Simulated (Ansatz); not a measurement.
The starting structures come from a database of crystals and need not be the phases stable at ambient conditions.

 Where the default PAW files enter, the runs use the earlier of Ansatz's two default sets.

## Evanescent states of SnS2 (P6_3mc, not sure to be the ambient phase, 6 atoms a cell, 22.6 Å³ an atom) along the normal of (100)

Computed with PBEsol (plane waves, PAW; Ansatz, an electronic-structure program).

The gap is the functional's own, uncorrected, and κ follows it; spin-orbit coupling is left out. Mid-gap values are interpolated between the computed energies.

Energies count from the valence-band top; κ is the least over a 8×4 mesh across the current.

```csv
E (eV),κ (1/Å),where
0.04,0.122,off Γ
0.10,0.138,off Γ
0.17,0.145,Γ
0.24,0.150,Γ
0.32,0.155,Γ
0.39,0.159,Γ
0.46,0.163,Γ
0.53,0.162,off Γ
0.59,0.151,off Γ
0.67,0.138,off Γ
0.73,0.123,off Γ
0.81,0.105,off Γ
0.88,0.081,off Γ
0.94,0.045,off Γ
```

**Question.** How thick must the barrier be to attenuate the transmission by 10^6 when the electrodes' Fermi level lies at 0.46 eV, and what attenuation does that film give at 0.81 eV?

**Answer.** d = 6 ln 10 / (2 × 0.163) = 42.4 Å. At 0.81 eV it gives 6 × 0.105/0.163 = 3.9 decades.
